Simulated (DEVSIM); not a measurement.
System: Ni/SiO2/p-Si capacitor, at 300 K.

| layer (left to right) | material | thickness (nm) | Na (cm⁻³) |
|---|---|---|---|
| 1 | SiO2 | 26.0 | - |
| 2 | Si | 4000 | 4.2e16 |

Metal gate on the left, work function 5.1 eV. Fixed charge at the semiconductor interface 0 cm⁻² (in units of +e); no interface traps.

Constants are typed, rounded textbook-type inputs, not results; the design itself was drawn at random and stands for no fabricated device. Values at 300 K.

| parameter | SiO2 | Si |
|---|---|---|
| gap (eV) | 9 | 1.124 |
| affinity (eV) | 0.9 | 4.05 |
| permittivity | 3.9 | 11.7 |
| Nc (cm⁻³) | - | 2.86e19 |
| Nv (cm⁻³) | - | 3.1e19 |

Simulated with DEVSIM: 1D Poisson equation in equilibrium, Boltzmann statistics, complete ionisation; no quantum confinement or tunnelling. Metal contacts follow the ideal Schottky-Mott rule: no Fermi-level pinning, no interface dipoles.

Task: Give the band bending (positive: bands bend down) and minority sheet density.

Result: 
```
Vg (V)  ψs (V)  minority carriers (cm⁻²)
------  ------  ------------------------
-1.5    -0.122                     < 1e8
-1.2    -0.111                     < 1e8
-0.9    -0.098                     < 1e8
-0.6    -0.081                     < 1e8
-0.3    -0.056                     < 1e8
0       -0.018                     < 1e8
0.3      0.051                     < 1e8
0.6      0.168                     < 1e8
0.9      0.321                     < 1e8
1.2      0.495                     < 1e8
1.5      0.683                     2.3e8
1.8      0.831                    6.3e10
2.1      0.872                    2.6e11
2.4      0.892                    4.9e11
2.7      0.905                    7.3e11
3        0.916                    9.6e11
3.3      0.924                    1.2e12
```
